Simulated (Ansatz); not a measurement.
YAl3 (Pm-3m, No. 221, 4 atoms in the cell; start mp-11231) was calculated with PBEsol (Ansatz, a first-principles code, PAW).

Input file:

Ansatz 0.2 input:
```yaml
crystal:
  lattice:
    - [4.1917745414, 0.0, 0.0]
    - [0.0, 4.1917745414, 0.0]
    - [0.0, 0.0, 4.1917745414]
  atoms:
    - { symbol: Y, position: [0.0, 0.0, 0.0] }
    - { symbol: Al, position: [0.0, 0.5, 0.5] }
    - { symbol: Al, position: [0.5, 0.0, 0.5] }
    - { symbol: Al, position: [0.5, 0.5, 0.0] }
basis:
  ecutwfc: 520
  ecutrho_ratio: 4
  xc_grid: 2
kpoints:
  mp_grid: { grid: [14, 14, 14] }
hamiltonian:
  xc: pbesol
  dispersion: none
  pseudopotentials: { kind: paw }
scf:
  occupations: { method: fermi_dirac, width: 0.05 }
output:
  forces: true
  stress: true
  eigenvalues: true
relax:
  f_tol: 0.004
  escape_saddle: false
  max_steps: 80
```

Excerpt of the program's output:

```
WARN output.stress: scf.convergence.dr2_threshold = 1e-7 eV (the SCF's general default) is looser than the 4e-10 eV advised for a printed stress (1e-10 eV for …
Relaxation: its limit of steps is 80 (relax.max_steps)
Crystal: 4 atoms, lattice volume = 73.654 Å³
Basis set: ecut = 520 eV, 1935 PW (Γ), exchange–correlation on 64×64×64 points (8 copies of the dense FFT grid, shifted against one another)
Bands: 14, of which v1, the nominal top of the filled ones, is band 10 counted from 1 (9 counted from 0)
Symmetry: 48 space group operations
Space group: Pm-3m (ITA 221), of the structure as read, at distance tolerance 4.2e-5 Å
k-points: 120 of 2744
Functional: x = pbesol(κ = 0.804, μ = 0.12345679012345678), c = pbesol(β = 0.046)
SCF iter   1: F=—  HF=-5370.512822 eV  |F-HF|=—  |Δ(HF+E_count)|=         —  Δρ=2.92e-3  dr2=1.58e-2
SCF iter   2: F=—  HF=-5370.509728 eV  |F-HF|=—  |Δ(HF+E_count)|=   3.09e-3  Δρ=1.79e-3  dr2=5.68e-3
  ...
SCF iter   5: F=-5370.508040 eV  HF=-5370.508040 eV  |F-HF|=5.00e-9  |Δ(HF+E_count)|=   1.15e-7  Δρ=7.47e-6  dr2=4.12e-8
SCF iter   6: F=-5370.508040 eV  HF=-5370.508040 eV  |F-HF|=2.73e-11  |Δ(HF+E_count)|=   1.31e-9  Δρ=9.91e-7  dr2=4.86e-10
SCF 1 converged in 6 iterations: F = -5370.508040 eV  dr2 = 4.86e-10
relax step   1: F+E_penalty+E_count = -5370.50804024 eV  Δ(F+E_penalty+E_count) = +0.000e0 eV  max|allowed force component| = 7.848e-31 eV/Å  Δτ_max = 0.0000 Å  (6 SCF iters, accepted)
SCF converged after 6 iterations
Free energy (F): -5370.508040 eV
Internal energy: -5370.497962 eV  (E = F + TS)
E sigma→0 (E₀):  -5370.503001 eV
Fermi energy:    9.462089 eV
--- Forces (eV/Å), atoms counted from 1 ---
  atom   1  Y      0.00000000     0.00000000     0.00000000
  atom   2  Al     0.00000000     0.00000000    -0.00000000
  atom   3  Al     0.00000000    -0.00000000    -0.00000000
  atom   4  Al     0.00000000     0.00000000    -0.00000000
--- Stress (GPa, compression-positive) ---
        1.721726       0.000000       0.000000
       -0.000000       1.721726       0.000000
        0.000000       0.000000       1.721726
  P = ⅓ Tr σ = 1.7217 GPa (17.217 kbar)
```

The cell is one volume of an energy–volume scan, off the minimum.

The PAW data were made under PBE.

Note: the relaxation could not lower the start's symmetry, so the cell can be a saddle point above a distorted one.

A start named mp-… is a Materials Project structure, which need not be a measured phase.
